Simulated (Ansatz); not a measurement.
Consider the energy of configuration A over configuration B. The value is E(A) − E(B).

Cell A: a stack of composition Ti6W4C4 on the in-plane vectors of Ti (hcp, P6₃/mmc) (0001), but not a cut of that crystal, 14 atoms, hexagonal cell of 2.94 Å (7.5 Å²), symmetry Cm, 22.6 Å thick under 17 Å of vacuum, so it may be strained; planes from bottom to top: W | C | W | C | W | C | W | C | Ti × 6, its two faces unlike (dipole correction applied); a model cell; spin state with PBE: run without spin, k-point mesh 18×18×1.
```xyz
14
Lattice="2.9399 0.0000 0.0000 1.4699 2.5460 0.0000 0.0000 0.0000 39.6018" Properties=species:S:1:pos:R:3 pbc="T T T"
W      2.8638     0.0439    16.8942
C      1.3942     0.8924    18.1942
W      2.8640     0.0438    14.0473
C      1.3941     0.8924    15.4383
W      2.8640     0.0438    11.2020
C      1.3936     0.8927    12.6124
W      2.8641     0.0438     8.4032
C      1.3941     0.8924     9.7572
Ti     2.8641     1.7411    19.4106
Ti     1.3861     0.8970    21.8384
Ti     2.8566     1.7454    24.1555
Ti     1.3862     0.8970    26.4674
Ti     2.8556     1.7460    28.8573
Ti     1.3855     0.8974    31.0283
```

Cell B: a stack of composition Ti6W4C4 on the in-plane vectors of Ti (hcp, P6₃/mmc) (0001), but not a cut of that crystal, 14 atoms, hexagonal cell of 2.94 Å (7.5 Å²), symmetry P3m1, 23.6 Å thick under 17 Å of vacuum, so it may be strained; planes from bottom to top: C | W | C | W | C | W | C | W | Ti × 6, its two faces unlike (dipole correction applied); a model cell; spin state with PBE: run without spin, k-point mesh 18×18×1.
```
CELL_PARAMETERS angstrom
      2.93985     0.00000     0.00000
      1.46993     2.54599     0.00000
      0.00000     0.00000    40.61096
ATOMIC_POSITIONS crystal
  W  0.00000 0.00000 0.23637
  C  0.33333 0.33333 0.20971
  W  0.00000 0.00000 0.30757
  C  0.33333 0.33333 0.27380
  W  0.00000 0.00000 0.37771
  C  0.33333 0.33333 0.34311
  W  0.00000 0.00000 0.44742
  C  0.33333 0.33333 0.41323
  Ti 0.33333 0.33333 0.50718
  Ti 0.00000 0.00000 0.56422
  Ti 0.33333 0.33333 0.62201
  Ti 0.00000 0.00000 0.67871
  Ti 0.33333 0.33333 0.73756
  Ti 0.00000 0.00000 0.79101
```

Computed with Ansatz (plane waves, PAW), its default PAW set, cutoff 420 eV, 500 eV for r2SCAN. The structures are at rest with PBE, within the held lattices; other levels are single points on them. Neutral cells; Fermi-Dirac smearing of at most 0.10 eV in the solids, energies taken to zero width. The lattices are those relaxed with PBE or held as stated, so at other levels the solids can be strained, which adds to the spread. A dispersion term (D3(BJ), or D4 for r2SCAN) was computed beside these levels and is taken off wherever the name lacks it. No zero-point or thermal terms. Cells are local rest points, mostly with their start's symmetry. Spin-orbit coupling is left out. No correction for cell size. Cell A has symmetry Cm and got no random move, so less symmetric positions, which may lie lower, weren't tried. Cell B has symmetry P3m1 and got no random move, so less symmetric positions, which may lie lower, weren't tried.

Question: Predict the value from r2SCAN.

Answer: -2.50 eV for A less B, so A lies lower.

Question: How does the value move with the functional?

Answer: 
```tsv
Functional	value (eV)	less r2SCAN
PBE	-2.34	0.16
```

The levels span 0.16 eV, from r2SCAN (-2.50) to PBE (-2.34).

Ansatz is an electronic-structure program.
